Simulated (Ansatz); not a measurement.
Reference: CaS (Fm-3m), PBEsol, rigid bands (plane waves, PAW, scalar-relativistic; Ansatz, a quantum-chemistry and plane-wave program); geometry: cell and atoms relaxed with PBEsol.

```cif
data_CaS
_chemical_formula_sum 'Ca1 S1'
_space_group_name_H-M_alt 'P 1'
_space_group_IT_number 1
_cell_length_a 3.98325
_cell_length_b 3.98325
_cell_length_c 3.98325
_cell_angle_alpha 60.000
_cell_angle_beta 60.000
_cell_angle_gamma 60.000
loop_
_space_group_symop_operation_xyz
  'x, y, z'
loop_
_atom_site_label
_atom_site_type_symbol
_atom_site_fract_x
_atom_site_fract_y
_atom_site_fract_z
_atom_site_occupancy
Ca1 Ca 0.00000 0.00000 0.00000 1
S1 S 0.50000 0.50000 0.50000 1
```

The band gap is 2.16 eV and the electron conductivity mass is 0.41 mₑ. The Seebeck coefficient, n-type 1e19 cm⁻³ is -301 μV/K.

### Question
Replace Ca by Mg on the same sites and relax. What happens?

### Answer
MgS (Fm-3m): volume per atom 22.3 to 17.4 Å³; band gap rises (2.16 eV to 2.73 eV); electron conductivity mass falls (0.41 mₑ to 0.35 mₑ); Seebeck coefficient, n-type 1e19 cm⁻³ falls in size (-301 μV/K to -261 μV/K).

### Question
Replace S by Se on the same sites and relax. What happens?

### Answer
CaSe (Fm-3m): volume per atom 22.3 to 25.3 Å³; band gap falls (2.16 eV to 1.88 eV); electron conductivity mass falls (0.41 mₑ to 0.38 mₑ); Seebeck coefficient, n-type 1e19 cm⁻³ stays about the same (-301 μV/K to -295 μV/K).

### Question
Replace Ca by Ba on the same sites and relax. What happens?

### Answer
BaS (Fm-3m): volume per atom 22.3 to 31.7 Å³; band gap falls (2.16 eV to 2.04 eV); electron conductivity mass stays about the same (0.41 mₑ to 0.43 mₑ); Seebeck coefficient, n-type 1e19 cm⁻³ stays about the same (-301 μV/K to -305 μV/K).

Moves up to 5 % count as about the same. Masses are for dilute carriers at 300 K, harmonic means over directions unless an axis is named. Seebeck coefficients are for the stated density at 300 K, with one relaxation time for all states and whether or not that doping can be reached. Spin-orbit coupling is left out.

Formula and space group known from diffraction (Crystallography Open Database), not checked to be the room-temperature form: BaS (Fm-3m), CaSe (Fm-3m).
